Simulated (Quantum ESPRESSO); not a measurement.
Quantum ESPRESSO is run on NaAg2 (Fd-3m, 6 atoms in the cell), and the run fails. The aim is a self-consistent single point with DFT, LDA (PZ), plane waves, GBRV 1.5 ultrasoft (LDA) pseudopotentials.

Cell that was meant: a = 5.6024 Å, b = 5.6024 Å, c = 5.6024 Å, α = 60.00°, β = 60.00°, γ = 60.00°.

Part of the input:

```fortran
&system
 ibrav = 0,
 nat = 6,
 ntyp = 3,
 ecutwfc = 40,
 ecutrho = 320,
 occupations = 'smearing',
```

Log, with long lists cut:

```
     This program is part of the open-source Quantum ESPRESSO suite
     for quantum simulation of materials; please cite

 %%%%%%%%%%%%%%%%%%%%%%%%%%%%%%%%%%%%%%%%%%%%%%%%%%%%%%%%%%%%%%%%%%%%%%%%%%%%%%
     Error in routine  card_atomic_species (5010):
     cannot read atomic specie from: CELL_PARAMETERS angstrom
 %%%%%%%%%%%%%%%%%%%%%%%%%%%%%%%%%%%%%%%%%%%%%%%%%%%%%%%%%%%%%%%%%%%%%%%%%%%%%%

     stopping ...
```

Q: From the messages shown, name the fault and mend the input.

A: The fault is a species count that does not match the list of species. The number of species decides how many lines of the species card are read. To fix it, make the count match the list. The program stopped before any SCF iteration.

The sound input it was made from differs as follows (other fixes are possible):
```diff
- ntyp = 3,
+ ntyp = 2,
```

With that input, the run converged in 11 iterations: free energy E − TS -18682.1320 eV; Fermi level (on the code's own zero) 10.19 eV; pressure -5.25 GPa (DFT, LDA (PZ), plane waves, GBRV 1.5 ultrasoft (LDA) pseudopotentials).

On the sound input: the starting cell comes from a database of published, mostly measured structures (it also holds non-ambient and calculated ones), without a prior relaxation at this level. With a pressure of about -5 GPa the cell is away from its equilibrium volume at this level.
